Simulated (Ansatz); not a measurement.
Reference: Ag (Fm-3m), PBEsol, DFPT electron-phonon coupling, linearised Boltzmann equation (plane waves, PAW, scalar-relativistic; Ansatz, an electronic-structure program); axes and stresses refer to this cell.

```yaml
crystal:
  lattice:
    - [0.00000, 2.02663, 2.02663]
    - [2.02663, 0.00000, 2.02663]
    - [2.02663, 2.02663, 0.00000]
  atoms:
    - { symbol: Ag, position: [0.00000, 0.00000, 0.00000] }
```

logarithmic mean phonon energy: 12.7 meV
mean free path at 300 K: 52 nm
resistivity at 300 K: 1.64 μΩ·cm

**Question.** Change: biaxial stress xx = yy = 3 GPa (compression positive). What happens to logarithmic mean phonon energy, mean free path at 300 K, resistivity at 300 K?

**Answer.** logarithmic mean phonon energy moves little, to 12.8 meV; mean free path at 300 K grows to 54 nm; resistivity at 300 K falls to 1.57 μΩ·cm.

**Question.** Change: functional PBE. What happens to logarithmic mean phonon energy, mean free path at 300 K, resistivity at 300 K?

**Answer.** logarithmic mean phonon energy drops to 11.7 meV; mean free path at 300 K decreases to 47 nm; resistivity at 300 K rises to 1.92 μΩ·cm.

Metals; harmonic phonons alone scatter; means over directions. The mean free path is weighted by the current that each state carries. Halving the electron mesh moves these values by up to 3 %; q meshes are mostly untested. Spin-orbit coupling is left out unless a row names it. Stresses and pressures are the targets of the relaxation.  The structure type is held under load, also where the real crystal would transform.
